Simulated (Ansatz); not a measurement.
Structures of equal composition on the (0001) surface of 4H silicon carbide (Si plane on top): (√3x√3)R30° Bi adatom at H3; (√3x√3)R30° Bi adatom at T4. The slabs share one bottom face, and each structure is named by its start. These are constructed structures in small cells; real faces may alloy, dewet or reconstruct in larger ones, and not all known structures of the face are among them. Slabs of about 10 Å with all that they carry, Fermi-Dirac smearing of 0.025 eV. Bottom of the slabs: H caps. Relaxed from the named starts with such symmetry as they have, on meshes of like density; energies extrapolated to zero smearing; no spin-orbit coupling, no U. Spin-polarised runs, if any, are marked in brackets, and their order is one that fits the cell; the others ran without spin. Where a second, spin-polarised start was run, the lower counts.

Host crystal: 4H silicon carbide, with a band gap (PBE, scalar-relativistic without spin-orbit coupling).

Computed with HSE06, at the PBE geometry (plane waves to 420 eV, PAW; Ansatz, a first-principles code).

Problem. Order them by energy per 1x1 cell (lowest first) at the level HSE06, at the PBE geometry.

Solution. (√3x√3)R30° Bi adatom at T4 (0.000 eV), (√3x√3)R30° Bi adatom at H3 (0.111 eV)
